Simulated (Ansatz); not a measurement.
Consider PbTe in the rock salt structure (space group Fm-3m, No. 225; a = 6.534 Å).

Computed with r2SCAN (Ansatz, an electronic-structure program, PAW, without spin-orbit coupling).

For the base:

| Quantity | Value |
|---|---|
| Valley order | L along ⟨111⟩ 1.09 eV; a point along ⟨110⟩, about 0.5 Å⁻¹ from Γ 1.61 eV; a point along ⟨100⟩, about 0.3 Å⁻¹ from Γ 2.01 eV |
| Hole mass | 0.57 mₑ along k, 0.088 mₑ across (at L) |
| Volume per atom | 34.87 Å³ |

Modification: cell and atoms relaxed at a pressure of 0.3 GPa.

Question: Predict the new valley order, hole mass and volume per atom.

Answer: The valley order (the lowest conduction-band minima on the path, energy above the VBM, named in the base's zone) changes from L along ⟨111⟩ 1.09 eV; a point along ⟨110⟩, about 0.5 Å⁻¹ from Γ 1.61 eV; a point along ⟨100⟩, about 0.3 Å⁻¹ from Γ 2.01 eV to L along ⟨111⟩ 1.07 eV; a point along ⟨110⟩, about 0.5 Å⁻¹ from Γ 1.60 eV; a point along ⟨100⟩, about 0.3 Å⁻¹ from Γ 2.00 eV; the hole mass goes from 0.57 mₑ along k, 0.088 mₑ across (at L) to 0.56 mₑ along k, 0.085 mₑ across (at L); the volume per atom decreases by 0.24 Å³ (34.87 Å³ → 34.63 Å³).

With Pb and Te present, leaving out spin-orbit coupling can change the band edges. The levels and masses belong to the bands next to the band gap. Load acts through the strain it causes; cell and atoms are relaxed under it. Effective masses come from finite differences of ±0.01 Å⁻¹. Along k means along the line from Γ to the band edge. No phonon test of stability was made.
